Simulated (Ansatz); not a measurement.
Take GaN in the wurtzite structure (space group P6_3mc, No. 186) as the base.

```
GaN
1.0
    3.15179     0.00000     0.00000
   -1.57589     2.72953     0.00000
    0.00000     0.00000     5.13834
Ga N
2 2
Direct
  0.33333   0.66667   0.00030
  0.66667   0.33333   0.50030
  0.33333   0.66667   0.37670
  0.66667   0.33333   0.87670
```

Computed with LDA (Ansatz, a first-principles code), spin-orbit coupling left out.

Before the change:

Valence-band top at Γ: 0.00, 0.00, -0.05 eV
Band gap: 2.13 eV
Density: 6.29 g/cm³

It is then changed as follows: cell and atoms relaxed at a pressure of 15 GPa.

**Question.** What happens to the valence-band top at Γ?

**Answer.** The valence-band top at Γ (three highest levels, from the VBM) becomes 0.00, 0.00, -0.07 eV (base: 0.00, 0.00, -0.05 eV).

**Question.** What happens to the band gap?

**Answer.** The band gap increases by 0.43 eV, from 2.13 eV to 2.56 eV.

**Question.** Estimate the effect on the density.

**Answer.** The density goes up by 0.42 g/cm³, from 6.29 g/cm³ to 6.71 g/cm³.

Load acts through the strain it causes; cell and atoms are relaxed under it. Whether these cells are dynamically stable was not tested. Tetrahedral semiconductors of this kind turn to denser phases somewhere between about 1 and 50 GPa; those were not computed, so compressed cells here can lie past the real transition.
